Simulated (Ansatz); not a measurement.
Functionals compared on CH3 on the 1x1 (111) surface of fcc Al, one in a 2x2 cell, started at the site 'bridge Al-Al (span 2.9 Å)', in Ansatz (plane waves, PAW). The structure was relaxed with PBE; the other rows are single points on it, each with its references at the same level. Cutoff 420 eV (500 eV for r2SCAN).

Slab: 20 atoms, 7.0 Å thick at the start under the adsorbate (thin: gaps and levels are the slab's own); k 6x6x1, smearing 0.1 eV, dipole-corrected; 8 atoms held, the rest relaxed; no symmetry held; spin-polarised, no spin-orbit, no U, no dispersion correction. The starting moment vanished. At the end it is bonded to Al. In PBE it is, or lies within 0.03 eV of, the lowest of the starts that converged. These notes are the PBE run's. r2SCAN: The program's check for a lower electronic state was not made. Adsorption energies are against CH4(g) − ½ H2(g). A negative adsorption energy means that the adsorbate is more stable on the surface than in its reference.

```json
[
 {"functional": "PBE", "adsorption energy (eV)": "0.64", "work function of the top face (eV)": "4.29", "change of the work function (eV)": "0.26", "magnetic moment of the cell (μB)": "0.00", "rough cost of the single point": "–"},
 {"functional": "RPBE", "adsorption energy (eV)": "(withheld)", "work function of the top face (eV)": "(withheld)", "change of the work function (eV)": "(withheld)", "magnetic moment of the cell (μB)": "0.00", "rough cost of the single point": "about 4 core-minutes (a rough figure)"},
 {"functional": "r2SCAN", "adsorption energy (eV)": "0.61", "work function of the top face (eV)": "4.37", "change of the work function (eV)": "0.29", "magnetic moment of the cell (μB)": "0.00", "rough cost of the single point": "very roughly 11 core-minutes"}
]
```

Q: Some entries are withheld; supply them.

A: 
- RPBE, adsorption energy (eV): 0.72
- RPBE, work function of the top face (eV): 4.25
- RPBE, change of the work function (eV): 0.29

Ansatz is a program for electronic structure.
